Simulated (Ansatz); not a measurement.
Input and output of a self-consistent single point for CaAlSiH (P3m1, 4 atoms in the cell) (Ansatz, a quantum-chemistry and plane-wave program)

Level of theory: PBEsol, default PAW files made with PBE (plane waves; Ansatz).

The input file:

Ansatz 0.2 input:
```yaml
# CaAlSiH
crystal:
  lattice:
    - [4.13085000, 0.00000000, 0.00000000]
    - [-2.06542500, 3.57742100, 0.00000000]
    - [0.00000000, 0.00000000, 4.68413500]
  atoms:
    - { symbol: Ca, position_ang: [0.00000000, 0.00000000, 4.73375873] }
    - { symbol: Al, position_ang: [2.06542707, 1.19247247, 2.14116495] }
    - { symbol: Si, position_ang: [-0.00000207, 2.38494853, 2.65070516] }
    - { symbol: H, position_ang: [2.06542707, 1.19247247, 0.39243683] }
basis:
  ecutwfc: 420.0
kpoints:
  mp_grid: { grid: [7, 7, 5] }
hamiltonian:
  xc: pbesol
  pseudopotentials: { kind: paw }
scf:
  occupations: { method: fermi_dirac, width: 0.01 }
output:
  forces: true
  eigenvalues: true
  stress: true
```

Output (repeated stretches shortened):

```
WARN the atoms were moved onto the symmetric positions of the space group found under crystal.symmetry.tolerance 1.0e-5 (fractional …
WARN ansatz: RAYON_NUM_THREADS=1 ignored (pool sized by the plan → 1); use --threads N
Pseudopotentials: kind: paw
Pseudopotential: Ca, paw, valence charge 10
Pseudopotential: Al, paw, valence charge 3
Pseudopotential: Si, paw, valence charge 4
Pseudopotential: H, paw, valence charge 1
Crystal: 4 atoms, lattice volume = 69.221 Å³
Basis set: ecut = 420 eV, 1347 PW (Γ), exchange–correlation on 60×60×64 points (8 copies of the dense FFT grid, shifted against one another)
Bands: 13, of which v1, the nominal top of the filled ones, is band 9 counted from 1 (8 counted from 0)
Symmetry: 6 space group operations
Space group: P3m1 (ITA 156), of the structure as read, at distance tolerance 4.1e-5 Å
k-points: 32 of 245 (time reversal used)
PAW frozen core: Ca, regenerated for the run's functional, and the local potential with it
PAW frozen core: Al, regenerated for the run's functional, and the local potential with it
PAW frozen core: Si, regenerated for the run's functional, and the local potential with it
Initial density: superposition of atomic densities (neutral atoms: chi_scale 0, normalization atom), corrected by the library's trained network
Initial wavefunctions: pseudopotential atomic-orbital guess
Eigensolver: davidson
Functional: x = pbesol(κ = 0.804, μ = 0.12345679012345678), c = pbesol(β = 0.046)
SCF iter   1: F=—  HF=-2957.075527 eV  |F-HF|=—  |Δ(HF+E_count)|=         —  Δρ=5.15e-3  dr2=2.11e-2  ethr=1.77e-3  ⟨swp⟩=7.6  Hψ=3083  notcnv=0
all-band conjugate gradients solve this SCF's bands
preconditioner: auto → none
SCF iter   2: F=—  HF=-2957.069292 eV  |F-HF|=—  |Δ(HF+E_count)|=   6.23e-3  Δρ=1.80e-3  dr2=2.08e-3  ethr=1.17e-4  ⟨swp⟩=2.8  Hψ=934  notcnv=0
SCF iter   3: F=—  HF=-2957.068885 eV  |F-HF|=—  |Δ(HF+E_count)|=   4.07e-4  Δρ=3.55e-4  dr2=1.13e-4  ethr=1.15e-5  ⟨swp⟩=2.1  Hψ=673  notcnv=0
SCF iter   4: F=—  HF=-2957.068870 eV  |F-HF|=—  |Δ(HF+E_count)|=   1.47e-5  Δρ=1.31e-4  dr2=1.37e-5  ethr=6.29e-7  ⟨swp⟩=2.0  Hψ=569  notcnv=0
SCF iter   5: F=—  HF=-2957.068890 eV  |F-HF|=—  |Δ(HF+E_count)|=   2.00e-5  Δρ=3.25e-5  dr2=9.64e-7  ethr=7.59e-8  ⟨swp⟩=2.3  Hψ=672  notcnv=0
SCF iter   6: F=-2957.068890 eV  HF=-2957.068890 eV  |F-HF|=1.19e-8  |Δ(HF+E_count)|=   1.71e-7  Δρ=8.17e-6  dr2=4.74e-8  ethr=5.56e-10  ⟨swp⟩=5.2  Hψ=2059  notcnv=0
SCF 1 converged in 6 iterations: F = -2957.068890 eV  dr2 = 4.74e-8
SCF converged after 6 iterations
Free energy (F): -2957.068890 eV
Harris-Foulkes:  -2957.068890 eV  (|F-HF|=1.19e-8)
Internal energy: -2957.068890 eV  (E = F + TS)
E sigma→0 (E₀):  -2957.068890 eV
Fermi energy:    6.941805 eV
--- Per-component energies (eV) ---
  E_band       = -133.454749
  E_kinetic    = 354.028812
  E_local      = -826.601638  (includes V_loc(G=0)·N_el)
  E_nonlocal   = 102.593759
  E_hartree    = 282.978871
  E_xc         = -238.712415
  E_vxc        = -257.792518  (∫ρ·V_xc dr)
  E_paw        = -1791.105748  (= ΣΔE_a)
  E_vpaw       = -71.636527  (= ΣTr[D̂ρ^β])
  E_aug_tail   = -0.001155  (compensation charges beyond the density's cutoff)
  E_ewald      = -840.418870
  E_core_change = 0.169494  (= ΣΔE_core)
  E_smearing   = -0.000000  (= −TS)
  E_closure    = -0.000000  (closes the sum)
  Σ components = -2957.068890   (vs F -2957.068890, Δ=0.00e0)
--- Forces (eV/Å), atoms counted from 1 ---
  atom   1  Ca     0.00000000     0.00000000    -0.15178790
  atom   2  Al     0.00000000     0.00000000     0.18093778
  atom   3  Si     0.00000000    -0.00000000     0.05636746
  atom   4  H     -0.00000000    -0.00000000    -0.08546537
  max |Σ_I F_I| component: 5.20e-5 eV/Å
--- Stress (GPa, compression-positive) ---
       -1.066828       0.000000       0.000000
        0.000000      -1.066828       0.000000
        0.000000       0.000000      -1.519793
  P = ⅓ Tr σ = -1.2178 GPa (-12.178 kbar)
  The stress holds the Pulay correction. Without it, at fixed plane waves, as pw.x and ABINIT print it: P = -1.2636 GPa
--- Band table (eV; the first three rows and the last of 32) ---
  k-point 0: bands = ["-34.1022", "-15.2553", "-15.1593", "-15.1593", "-3.1258", "2.2882", "4.9679", "5.9643", "5.9643", "8.3721", "9.4226", "9.4226", "10.3098"]
  k-point 1: bands = ["-34.1021", "-15.2624", "-15.1589", "-15.1589", "-2.9352", "1.4931", "5.7172", "6.1023", "6.1023", "8.6693", "8.7813", "8.7813", "10.0523"]
  k-point 2: bands = ["-34.1018", "-15.2738", "-15.1582", "-15.1582", "-2.5361", "0.4663", "6.3822", "6.3822", "6.6829", "8.2997", "8.2997", "9.1631", "9.2134"]
  k-point 31: bands = ["-34.0961", "-15.2554", "-15.2258", "-15.2009", "-0.6577", "0.6935", "2.4939", "3.4206", "5.0384", "8.5661", "10.2311", "10.3696", "10.8202"]
```

The run converged in 6 iterations.

The starting cell comes from a database of computed structures (which also holds hypothetical and non-ambient phases and stackings), without a prior relaxation at this level. Its lattice was rescaled by up to half a per cent. One atom was moved a little off its site on purpose. Ansatz's pressure includes its estimate of the finite-basis (Pulay) stress.
